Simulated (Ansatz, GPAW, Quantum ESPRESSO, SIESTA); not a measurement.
# Code comparison for MgMnCoO4 (P1, 7 atoms in the cell)

Self-consistent single point, at a second geometry (lattice scaled by 0.98). First geometry:

```xyz
7
Lattice="2.9310 0.0000 0.0000 0.2141 5.2137 0.0000 0.1099 1.4299 5.0393" Properties=species:S:1:pos:R:3 pbc="T T T"
Mg     1.4855     1.9812     1.4670
Mn     1.7994     6.4307     4.8741
Co     3.0114     3.8524     2.9582
O      1.6719     3.9566     1.4507
O      0.3354     5.4303     4.1316
O      2.9503     0.9263     0.6613
O      1.5821     2.4575     3.3916
```
Moments meant for the start (each program seeds them in its own way; μB, in the order of the atoms Mg Mn Co O O O O): 0.0 4.0 3.0 0.0 0.0 0.0 0.0.

Shared settings, as Ansatz (an electronic-structure program) writes them: kpoints.mp_grid.grid = 4 3 3; scf.occupations.method = fermi_dirac; scf.occupations.width = 0.05 eV. Potentials and cutoffs stand in the table.

```tsv
code	model	ΔF from the first geometry (meV/atom)	pressure (GPa)	largest force (eV/Å)	size of the net moment (μB/atom)	cutoff
Quantum ESPRESSO	LDA (PZ), GBRV 1.5 ultrasoft (LDA) pseudopotentials	-49.9	-8.05	0.462	0.84	50 Ry
Ansatz	LDA (PW92), PAW files made with PBE	-56.0	-10.53	0.638	0.05	default
GPAW	LDA (Perdew-Wang 92), GPAW PAW datasets LDA (gpaw-data 1.0.1)	2.2	–	1.313	0.42	900 eV
SIESTA	LDA PW92, numerical atomic orbitals TZP, PseudoDojo LDA standard norm-conserving potentials (rewritten from UPF to PSML)	-61.8	-10.37	0.605	0.83	grid 400 Ry
```

Size of the force on each atom (eV/Å): Sizes of forces hide their directions.

```
code                Mg1    Mn2    Co3     O4     O5     O6     O7
----------------  -----  -----  -----  -----  -----  -----  -----
Quantum ESPRESSO  0.462  0.158  0.271  0.457  0.429  0.293  0.430
Ansatz            0.442  0.123  0.428  0.456  0.638  0.234  0.553
GPAW              0.450  0.422  1.313  1.131  0.351  0.121  1.313
SIESTA            0.605  0.044  0.402  0.523  0.411  0.390  0.499
```

A dash marks a value that a program does not give, or that is left out as unsure.

The net moments differ, which can mean other magnetic states; other values may part for that reason too.

On Ansatz's run: the magnetic order is the one reached from the typed start; others were not searched systematically. The program warned that a starting moment was not kept.

The spread over the programs that give each value: ΔF from the first geometry within 64.0 meV/atom; pressure within 2.48 GPa; largest force within 0.851 eV/Å; size of the net moment within 0.79 μB/atom.

SIESTA uses small atom-centred bases, whose incompleteness enters pressures, forces and empty levels differently from a plane-wave cutoff. Ansatz's pressure is given at a fixed set of plane waves, as the other plane-wave codes print theirs; with its correction for the finite basis it is -9.81 GPa (the shift of 0.71 GPa shows how far the cutoff is from converged). The pressure of GPAW is left out: its cutoff lies under the one at which its stress was checked. The same LDA comes in different parametrisations, which differ slightly.

The shared mesh is coarse (it stands for a supercell whose shortest vector is 11 Å), so the values are not converged in it.

The starting cell comes from a database of computed structures (which also holds hypothetical and non-ambient phases and stackings), without a prior relaxation at this level. For this run, on top of that: lattice scaled by 0.98.

Keys are those of Ansatz 0.2.
